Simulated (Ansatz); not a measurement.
# SnC (model structure, started from the BN type, Pm-3n, No. 223, 12 atoms in the cell)

Computed with LDA (Ansatz, a program for electronic structure, plane waves, PAW).

Numerical settings: plane-wave cutoff 520 eV, 6×6×6 k mesh, Fermi–Dirac smearing 0.01 eV, scalar-relativistic PAW data made under PBE.

Cell (relaxed at this level):

```
SnC
1.0
    6.13218     0.00000     0.00000
    0.00000     6.13218     0.00000
    0.00000     0.00000     6.13218
Sn C
6 6
Direct
  0.25000   0.00000   0.50000
  0.50000   0.25000   0.00000
  0.50000   0.75000   0.00000
  0.75000   0.00000   0.50000
  0.00000   0.50000   0.75000
  0.00000   0.50000   0.25000
  0.25000   0.50000   0.00000
  0.00000   0.25000   0.50000
  0.00000   0.75000   0.50000
  0.75000   0.50000   0.00000
  0.50000   0.00000   0.75000
  0.50000   0.00000   0.25000
```

* **band gap**: 0.98 eV (on the SCF k mesh)

Note: the relaxation could raise the start's symmetry but not lower it, so the cell can be a saddle point.

Spin–orbit coupling is not included.

Computed values are for the static lattice.

A model structure was made by putting elements into a prototype or built by hand; it is no filed structure, need not be a known phase, and can be a saddle point held by its symmetry.
